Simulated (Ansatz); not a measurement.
**Hypothetical P6_3/mmc PbI2, pressure series**

Consider PbI2 in the 2H-MoS2 type structure (space group P6_3/mmc, No. 194; a = 4.398 Å, c = 14.845 Å; a hypothetical phase, not in the database extracts checked).

Cell and atoms are relaxed at each pressure.

The values are results of Ansatz (a first-principles code), PBE-D3(BJ), PAW, cutoff 420 eV, no spin-orbit coupling, earlier PAW set, not measurements.

Notes on the quantities. enthalpy: H = E + PV relative to the base's energy.

| change | shortest interatomic distance | band gap | density | enthalpy |
|---|---|---|---|---|
| base | 3.261 Å | 1.99 eV | 6.16 g/cm³ | – |
| pressure 0.3 GPa | 3.252 Å | 1.85 eV | 6.29 g/cm³ | +0.08 eV/atom |
| pressure 0.7 GPa | (withheld) | 1.69 eV | 6.43 g/cm³ | +0.18 eV/atom |
| pressure 1.5 GPa | 3.221 Å | 1.40 eV | 6.69 g/cm³ | +0.37 eV/atom |
| pressure 3 GPa | 3.190 Å | (withheld) | 7.08 g/cm³ | +0.72 eV/atom |
| pressure 5 GPa | 3.157 Å | 0.39 eV | 7.51 g/cm³ | +1.15 eV/atom |
| pressure 7.5 GPa | 3.125 Å | zero | (withheld) | +1.67 eV/atom |
| pressure 10 GPa | 3.099 Å | zero | 8.43 g/cm³ | +2.15 eV/atom |

What belongs in the blanks?


- pressure 0.7 GPa, shortest interatomic distance: 3.241 Å
- pressure 3 GPa, band gap: 0.93 eV
- pressure 7.5 GPa, density: 7.99 g/cm³

The mesh was chosen for an insulator and is coarse for the gapless case. Spin-orbit coupling, missing from the scalar runs, can matter with I and Pb. Load acts through the strain it causes; cell and atoms are relaxed under it. No phonon test of stability was made. No other phases were tried under pressure. All final runs are without spin polarisation. A zero or small gap of PbI2 under pressure 7.5 GPa and PbI2 under pressure 10 GPa can be the functional's error rather than a property of the material.
